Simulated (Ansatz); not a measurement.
CdS under load (space group P6_3mc), r2SCAN with spin-orbit coupling, rigid bands (Ansatz, a quantum-chemistry and plane-wave program). Condition of this run: biaxial stress in the c plane of -3.2 GPa (compression positive) (the target of the relaxation). Band gap 1.57 eV, N_c = 1.70e18 cm⁻³ and N_v = 2.68e19 cm⁻³ at 300 K, conductivity masses along z (a = (4.27, 0.00, 0.00) Å; b = (-2.14, 3.70, 0.00) Å; c = (0.00, 0.00, 6.47) Å) of 0.171 mₑ (electrons) and 0.464 mₑ (holes). Take k_BT = 0.02585 eV.

### Question
Find the intrinsic carrier density and the intrinsic Fermi level.

### Answer
n_i = √(N_c N_v) exp(−E_g/2k_BT) = 6.75e18 × exp(−30.37) = 4.4e5 cm⁻³. The level lies (k_BT/2) ln(N_v/N_c) = 36 meV from mid-gap (positive towards the conduction band). Each 0.1 eV added to the gap lowers n_i by a factor of 6.9.

### Question
What built-in voltage has an abrupt junction with N_A = 1e16 and N_D = 1e17 cm⁻³, all dopants ionised?

### Answer
V_bi = E_g/e − (k_BT/e) ln(N_c N_v/(N_A N_D)) = 1.57 − 0.02585 × 10.73 = 1.29 V, for the computed gap.

### Question
What thermal injection velocity √(2k_BT/πm) limits a ballistic channel along the direction named?

### Answer
1.30e7 cm/s for electrons and 7.90e6 cm/s for holes, a ratio of √(m_h/m_e) = 1.65, for dilute carriers.

Rigid bands with the computed gap; masses take one relaxation time for all states. Geometry: cell and atoms relaxed with PBEsol.
